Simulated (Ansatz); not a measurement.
Base system: NbP (space group I4_1md, No. 109).

```xyz
4
Lattice="-1.6602 1.6602 5.6438 1.6602 -1.6602 5.6438 1.6602 1.6602 -5.6438" Properties=species:S:1:pos:R:3 pbc="T T T"
Nb     0.0000     0.0000    11.2776
Nb     0.0000     1.6602     2.8120
P      0.0000     0.0000     4.7055
P      1.6602     0.0000     1.8836
```

All numbers come from PBEsol/PAW in Ansatz (a program for electronic structure), no spin-orbit coupling.

One change was made to it. Results:

The c/a ratio shrinks by 0.0818, from 3.399 to 3.318; the lattice parameter a drops by 10.16 pm (332.0 pm → 321.9 pm).

Question: What was done to the base?
A. pressure 30 GPa
B. pressure 7 GPa
C. pressure 15 GPa
D. pressure −1 GPa

Answer: A, pressure 30 GPa. For comparison, the lattice parameter a in the other runs: pressure 15 GPa gives 326.3 pm; pressure −1 GPa gives 332.5 pm; pressure 7 GPa gives 329.1 pm.

Load acts through the strain it causes; cell and atoms are relaxed under it. Stability against distortions was not tested. No other phases were tried under pressure. All final runs are without spin polarisation.
